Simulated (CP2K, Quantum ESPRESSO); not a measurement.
A Quantum ESPRESSO input for a self-consistent single point of KLaF4 (P4/mmm, 6 atoms in the cell) (DFT, LDA (PZ), plane waves, GBRV 1.5 ultrasoft (LDA) pseudopotentials):

```fortran
&control
    calculation = 'scf',
    prefix = 'run',
    outdir = './tmp/',
    pseudo_dir = './',
    tprnfor = .true.,
    tstress = .true.,
/
&system
    ibrav = 0,
    nat = 6,
    ntyp = 3,
    ecutwfc = 40,
    ecutrho = 200,
    occupations = 'smearing',
    smearing = 'fermi-dirac',
    degauss = 0.000734986,
/
&electrons
    conv_thr = 1.0d-9,
    mixing_beta = 0.3,
/
ATOMIC_SPECIES
K     39.0983  k_lda_v1.4.uspp.F.UPF
La   138.9055  la_lda_v1.uspp.F.UPF
F     18.9984  f_lda_v1.4.uspp.F.UPF
ATOMIC_POSITIONS crystal
K     0.0000000000    0.0000000000    0.0000000000
La    0.5000000000    0.5000000000    0.5000000000
F     0.5000000000    0.0000000000    0.7163900000
F     0.5000000000    0.0000000000    0.2836100000
F     0.0000000000    0.5000000000    0.7163900000
F     0.0000000000    0.5000000000    0.2836100000
K_POINTS automatic
6 6 4  0 0 0
CELL_PARAMETERS angstrom
   3.9793630000     0.0000000000     0.0000000000
   0.0000000000     3.9793630000     0.0000000000
   0.0000000000     0.0000000000     6.0114030000
```

Give the CP2K input for the same structure, mesh, smearing and functional.

One input that does it (others would too):

```
&GLOBAL
  PROJECT bulk
  RUN_TYPE ENERGY_FORCE
  PRINT_LEVEL LOW
&END GLOBAL
&FORCE_EVAL
  METHOD Quickstep
  STRESS_TENSOR ANALYTICAL
  &DFT
    BASIS_SET_FILE_NAME BASIS_MOLOPT
    BASIS_SET_FILE_NAME BASIS_MOLOPT_UCL
    POTENTIAL_FILE_NAME GTH_POTENTIALS
    &QS
      METHOD GPW
      EPS_DEFAULT 1E-10
    &END QS
    &MGRID
      CUTOFF 550
      REL_CUTOFF 50
      NGRIDS 5
    &END MGRID
    &SCF
      SCF_GUESS ATOMIC
      EPS_SCF 1E-7
      MAX_SCF 100
      ADDED_MOS 9
      &DIAGONALIZATION
        ALGORITHM STANDARD
      &END DIAGONALIZATION
      &MIXING
        METHOD BROYDEN_MIXING
        ALPHA 0.2
        NBUFFER 10
        BETA 1
      &END MIXING
      &SMEAR ON
        METHOD FERMI_DIRAC
        ELECTRONIC_TEMPERATURE [K] 116.05
      &END SMEAR
    &END SCF
    &KPOINTS
      SCHEME MONKHORST-PACK 6 6 4
      GAMMA_CENTERED T
    &END KPOINTS
    &XC
      &XC_FUNCTIONAL PADE
      &END XC_FUNCTIONAL
    &END XC
    &PRINT
      &MO
        EIGENVALUES T
        OCCUPATION_NUMBERS T
        NDIGITS 8
        FILENAME mo
        &EACH
          QS_SCF 0
        &END EACH
        ADD_LAST NUMERIC
      &END MO
      &MULLIKEN OFF
      &END MULLIKEN
    &END PRINT
  &END DFT
  &SUBSYS
    &CELL
      A 3.97936300 0.00000000 0.00000000
      B 0.00000000 3.97936300 0.00000000
      C 0.00000000 0.00000000 6.01140300
      PERIODIC XYZ
    &END CELL
    &COORD
      K        0.00000000     0.00000000     0.00000000
      La       1.98968150     1.98968150     3.00570150
      F        1.98968150     0.00000000     4.30650900
      F        1.98968150     0.00000000     1.70489400
      F        0.00000000     1.98968150     4.30650900
      F        0.00000000     1.98968150     1.70489400
    &END COORD
    &KIND K
      BASIS_SET DZVP-MOLOPT-SR-GTH-q9
      POTENTIAL GTH-PADE-q9
    &END KIND
    &KIND La
      BASIS_SET DZVP-MOLOPT-SR-GTH-q11
      POTENTIAL GTH-PADE-q11
    &END KIND
    &KIND F
      BASIS_SET DZVP-MOLOPT-SR-GTH-q7
      POTENTIAL GTH-PADE-q7
    &END KIND
  &END SUBSYS
  &PRINT
    &FORCES ON
    &END FORCES
    &STRESS_TENSOR ON
    &END STRESS_TENSOR
  &END PRINT
&END FORCE_EVAL
```

Basis, cutoffs, solver keys and any potentials are the target program's own. This input uses DFT LDA (Pade form), GPW, DZVP-MOLOPT-SR-GTH basis, GTH-PADE potentials (GTH_POTENTIALS). LDA parametrisations can differ slightly between programs.

The starting cell comes from a database of computed structures (which also holds hypothetical and non-ambient phases and stackings), without a prior relaxation at this level. Its lattice was rescaled by a random factor within 2.5 % of one.
